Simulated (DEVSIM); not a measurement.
## abrupt GaP p-n junction

Device: abrupt GaP p-n junction, at 300 K.

| layer (left to right) | material | thickness (μm) | Nd (cm⁻³) | Na (cm⁻³) | τn (s) | τp (s) |
|---|---|---|---|---|---|---|
| 1 | GaP | 2.00 | - | 3.6e18 | 2.4e-6 | 2.4e-6 |
| 2 | GaP | 32.0 | 3.9e14 | - | 2.4e-6 | 2.4e-6 |

Left contact: ohmic. Right contact: ohmic. Voltage is applied to the left contact. Recombination: SRH at mid-gap, radiative, Auger. Mobility is μmin + (μ − μmin)/(1 + (N/Nref)^α).

This is a model device: material constants are rounded textbook-type values typed into the input, and sizes, dopings and lifetimes were drawn at random. Values at 300 K.

```csv
parameter,GaP
gap (eV),2.26
affinity (eV),3.8
permittivity,11.1
Nc (cm⁻³),1.8e19
Nv (cm⁻³),1.9e19
μn (cm²/Vs),250
μp (cm²/Vs),150
"μn,min",10
"μp,min",10
"Nref,n",4.4e18
"Nref,p",1e18
αn,0.8
αp,0.85
B (cm³/s),1e-13
Cn (cm⁶/s),1e-30
Cp (cm⁶/s),1e-30
```

DEVSIM, 1D drift-diffusion, Boltzmann statistics, complete ionisation; no tunnelling, impact ionisation, image-force lowering or self-heating.

* **Potential step across the device at zero bias**: 1.939 V
* **Largest field in the device at zero bias**: 110000 V/cm
* **Dark forward voltage at 1 A/cm²**: 1.813 V
* **Dark forward voltage at 100 A/cm²**: 2.110 V

Dark forward current:

(V (V), J (A/cm²)): (0.70, 5.1e-13); (0.90, 2.7e-11); (1.10, 1.5e-9); (1.30, 1.1e-7); (1.50, 4.7e-5); (1.70, 0.061); (1.90, 5.6); (2.05, 56); (2.25, 220); (2.45, 350); (2.65, 430); (2.85, 500); (3.05, 560); (3.25, 610)

Small-signal capacitance in reverse bias (quasi-static):

| V (V) | C (nF/cm²) |
|---|---|
| -0.04 | 4.12 |
| -0.1 | 4.05 |
| -0.2 | 3.94 |
| -0.3 | 3.85 |
| -0.4 | 3.76 |
| -0.6 | 3.59 |
| -0.8 | 3.45 |
| -1 | 3.32 |
| -1.3 | 3.15 |
| -1.6 | 3.01 |
| -2 | 2.85 |
